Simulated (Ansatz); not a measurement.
Consider the following.

```
ZnO
1.0
    3.17260     0.00000     0.00000
   -1.58630     2.74755     0.00000
    0.00000     0.00000     5.22206
Zn O
2 2
Direct
  0.66667   0.33333   0.50059
  0.33333   0.66667   0.00059
  0.66667   0.33333   0.87972
  0.33333   0.66667   0.37972
```

Space group of this cell: P6_3mc, wurtzite. The cell is strained (lengths across the current scaled by 0.98, ions clamped); by r2SCAN its mean pressure is 6.1 GPa.

Transport runs along the normal of the first two printed cell vectors, the (001) (indices of the unstrained crystal) plane of the conventional cell.

No gap correction and no spin-orbit coupling; mid-gap values are interpolated between computed energies.

Task: State the band gap and the smallest decay constant κ at mid-gap according to r2SCAN (Ansatz, a program for electronic structure).

Result: Gap 1.26 eV on a 12×12×6 mesh; κ = 0.136 1/Å, at the zone centre.
